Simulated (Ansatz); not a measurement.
Seebeck coefficient (μV/K, mean over directions) of n-type B (R-3m) against carrier density, PBEsol, rigid bands in Ansatz (a first-principles code). Computed gap 1.34 eV; densities at which minority carriers matter at this gap, or further valleys turn the trend, are left out. Conductivity mass 0.96 mₑ (harmonic mean over directions), N_c = 1.1e20 cm⁻³ at 300 K.

| electron density | 300 K | 500 K | 800 K |
|---|---|---|---|
| 1e18 cm⁻³ | -670 | -735 | -791 |
| 3e18 cm⁻³ | -575 | -641 | -696 |
| 1e19 cm⁻³ | ? | -537 | -592 |
| 3e19 cm⁻³ | -379 | -443 | -498 |
| 1e20 cm⁻³ | -279 | -340 | -395 |
| 3e20 cm⁻³ | ? | -249 | -301 |
| 1e21 cm⁻³ | -106 | -154 | -202 |

Problem. Fill in the missing entries.

Solution. 
- 1e19 cm⁻³, 300 K: -472
- 3e20 cm⁻³, 300 K: -192

Rigid bands with a gap fixed in temperature, one relaxation time for all states, no polarons or phonon drag, and whether or not such doping can be reached. Spin-orbit coupling is left out.
